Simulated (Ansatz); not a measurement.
For wurtzite BN (high-pressure phase), r²SCAN in Ansatz (plane waves, PAW) gives:

* **equilibrium lattice constant a**: 2.544 Å
* **c axis length**: 4.208 Å
* **cohesive energy**: 6.79 eV/atom
* **band gap at the measured cell**: 5.77 eV

**Question.** What does HSE06 (plane waves, PAW; Ansatz, a quantum-chemistry and plane-wave program) give for the same quantities?

**Answer.** 
- lattice constant a: 2.535 Å (decreases by 0.4 %)
- lattice parameter c: 4.191 Å (falls by 0.4 %)
- cohesive energy: 6.83 eV/atom (increases by 0.04 eV/atom)
- band gap at the measured cell: 6.54 eV (increases by 0.77 eV)

For comparison: lattice constant a 2.55 Å (measured, temperature not stated, not corrected to a static lattice; as tabulated in Doll et al. (2008), arXiv:0810.5476); lattice parameter c 4.2 Å (measured, temperature not stated, not corrected to a static lattice; as tabulated in Doll et al. (2008), arXiv:0810.5476).

Changes are worked out from the printed values.

Unless a cell is named, each level is at its own relaxed cell (r²SCAN 5.90, HSE06 5.83 Å³/atom).

Density-functional gaps are differences of (generalised) Kohn–Sham levels.

Ansatz's density-functional and Hartree–Fock values are scalar-relativistic unless marked +SOC, with PAW data made under PBE.
